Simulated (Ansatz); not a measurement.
Consider SnS2 in the rutile structure (space group P4_2/mnm, No. 136; a = 6.201 Å, c = 3.807 Å; a hypothetical phase, not in the database extracts checked).

(Cell as relaxed with PBE.)

Levels (all Ansatz, an electronic-structure program, PAW, earlier PAW set): PBE (420 eV, scalar-relativistic without spin-orbit coupling); PBEsol (420 eV, without spin-orbit coupling).

Each level relaxes its own structure.

| base | PBE | PBEsol |
|---|---|---|
| volume per atom | 24.39 Å³ | 23.26 Å³ |
| lattice parameter a | 11.717 bohr | 11.472 bohr |
| band gap | zero | zero |

Now apply this change: Ge takes the place of Sn on all its sites; the structure is relaxed again.

```tsv
quantity	PBE	PBEsol
c/a ratio	0.580	…
volume per atom	20.82 Å³	…
```

Q: Given the PBE results, estimate those of PBEsol.

A: 
- c/a ratio, PBEsol: 0.604
- volume per atom, PBEsol: 19.49 Å³

PBE's c/a ratio lies 0.024 below PBEsol's; PBE's volume per atom lies 1.33 Å³ above PBEsol's (6.8 %). Neither level is exact; PBEsol is the comparison here, not a measurement.

Whether these cells are dynamically stable was not tested. As relaxed here, GeS2 is a hypothetical phase, not in the database extracts checked. All final runs are without spin polarisation. A zero or small gap of GeS2 and SnS2 can be the functional's error rather than a property of the material.
